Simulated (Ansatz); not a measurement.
Amorphous Al28O43Sr, 72 atoms at 3.12 g/cm³, one PBE-relaxed geometry, zone centre. Methods: PBE, scalar-relativistic without spin-orbit coupling (Ansatz, a first-principles code); r2SCAN, scalar-relativistic without spin-orbit coupling (Ansatz); HSE06, scalar-relativistic without spin-orbit coupling (Ansatz). Plane waves to 420 eV (r2SCAN 500 eV); exact exchange is cut at the cell's faces. At PBE the levels at the filled edge of the gap are localised (band-tail or defect states), and the nearest spread-out levels lie 4.2 eV apart at the zone centre. All rungs ran without spin polarisation.

A CHGNet melt-quench gave the starting glass, which DFT then relaxed. O atoms were pushed apart under 1.9 Å during the dynamics, to hinder bonds among them. The hot cell started wider than the set density and was brought back towards it in steps. It is the lowest in DFT energy of 2 quenches. It is a model cell: composition and starting density were chosen by hand, and all elements were melted together. No dispersion term was used. Its density started from a set value of 3.19 and ended at 3.12 g/cm³. Cooling (nominally 280 K/ps over its main leg) ran many orders faster than in experiment, which tends to leave more defects and strain. Values belong to this one cell and scatter from quench to quench. Volume and shape were free in the relaxation.

The relaxation ran on the zone centre alone. At PBE the level gap is 3.45 eV on a 2×2×2 Γ-centred mesh, and the spacing at the zone centre alone 3.44 eV.

Task: What zone-centre spacing does r2SCAN give, roughly?

Result: 4.08 eV (+0.64 eV against PBE).

Task: What zone-centre spacing does HSE06 give, roughly?

Result: 5.13 eV (+1.69 eV against PBE).

The highest filled and the lowest empty state spread over these numbers of atoms (participation numbers): PBE: 1.8 and 66.5; r2SCAN: 1.8 and 65.8; HSE06: 1.8 and 65.9.
